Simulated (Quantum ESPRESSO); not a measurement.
Quick settings and what they miss: PbF₂ (Fm-3m, 3 atoms in the cell)

Self-consistent single point.

```yaml
crystal:
  lattice:
    - [-3.00350, 0.00000, 3.00350]
    - [0.00000, 3.00350, 3.00350]
    - [-3.00350, 3.00350, 0.00000]
  atoms:
    - { symbol: Pb, position: [0.00000, 0.00000, 0.00000] }
    - { symbol: F, position: [0.75000, 0.75000, 0.75000] }
    - { symbol: F, position: [0.25000, 0.25000, 0.25000] }
```

Method of the run: PBE, GBRV 1.5 ultrasoft (PBE) pseudopotentials (plane waves; Quantum ESPRESSO 7.5).

Base settings: ecutwfc = 40 Ry; ecutrho = 200 Ry; occupations = fixed; potentials = {Pb: pb_pbe_v1.uspp.F.UPF, F: f_pbe_v1.4.uspp.F.UPF}; K_POINTS = automatic 10 10 10 1 1 1; nbnd = 18; conv_thr = 1e-09 Ry; mixing_beta = 0.5.

Tight run (finer mesh or higher cutoff; not a proven limit): ecutwfc: 40 Ry → 56 Ry; ecutrho: 200 Ry → 280 Ry; conv_thr: 1e-09 Ry → 7.3e-11 Ry; K_POINTS: automatic 10 10 10 1 1 1 → automatic 14 14 14 1 1 1. It gave top of the valence band (on the code's own zero) 4.56 eV; gap on the k-point mesh 4.45 eV; pressure -0.39 GPa.

Quick runs, as changes from the base:
- A: the base itself
- B: ecutwfc: 40 Ry → 32 Ry; ecutrho: 200 Ry → 160 Ry; occupations: fixed → smearing; nbnd: 18 → default; K_POINTS: automatic 10 10 10 1 1 1 → automatic 6 6 6 1 1 1; smearing: default → fermi-dirac; degauss: default → 0.0099958 Ry
- C: ecutwfc: 40 Ry → 28 Ry; ecutrho: 200 Ry → 140 Ry; occupations: fixed → smearing; nbnd: 18 → default; K_POINTS: automatic 10 10 10 1 1 1 → automatic 8 8 8 1 1 1; smearing: default → methfessel-paxton; degauss: default → 0.036749 Ry
- D: ecutwfc: 40 Ry → 24 Ry; ecutrho: 200 Ry → 120 Ry; occupations: fixed → smearing; nbnd: 18 → default; pseudopotentials: {Pb: pb_pbe_v1.uspp.F.UPF, F: f_pbe_v1.4.uspp.F.UPF} → {Pb: pb_lda_v1.uspp.F.UPF, F: f_lda_v1.4.uspp.F.UPF}; K_POINTS: automatic 10 10 10 1 1 1 → automatic 1 1 1 1 1 1; smearing: default → marzari-vanderbilt; degauss: default → 0.0147 Ry [LDA (PZ)]
- E: ecutwfc: 40 Ry → 28 Ry; ecutrho: 200 Ry → 140 Ry; K_POINTS: automatic 10 10 10 1 1 1 → automatic 4 4 4 1 1 1
- F: ecutwfc: 40 Ry → 20 Ry; ecutrho: 200 Ry → 100 Ry; K_POINTS: automatic 10 10 10 1 1 1 → automatic 4 4 4 1 1 1

Dashes: time of B, D, E, F, under 30 s; energy of D, another energy zero; gap of D, left out as unsure on this mesh or at this smearing.

Gaps are read on each run's own mesh, which may miss the band edges.

† marks runs with another functional, U, potentials or spin treatment: their distance from the tight run is not a convergence error alone.

The count of work is k-points × plane waves × bands × iterations; it is no time. Core times come from one kind of shared machine and are given to one figure; runs under 30 s give none.

The starting cell comes from a database of computed structures (which also holds hypothetical and non-ambient phases and stackings), without a prior relaxation at this level. Its lattice was rescaled by a random factor within 2.5 % of one. Spin-orbit coupling is off. The shifted mesh does not hold Γ, so a gap read on it misses any band edge there.

```
run  energy less tight (meV/atom)  pressure less tight (GPa)  gap on the mesh less tight (eV)  count of work / tight  core time / tight (rough)
---  ----------------------------  -------------------------  -------------------------------  ---------------------  -------------------------
A                             4.0                      -0.31                            0.024                   0.21                        0.2
B                            75.4                      -5.00                            0.114                  0.024                          –
C                           283.8                     -14.87                            0.051                  0.050                       0.08
D†                              –                     -49.75                                –                0.00048                          –
E                           285.6                     -14.95                            0.258                 0.0083                          –
F                          3090.8                    -105.85                            0.211                 0.0038                          –
```

Among the runs at the tight run's level, the energy misses run from 4.0 to 3090.8 meV/atom.
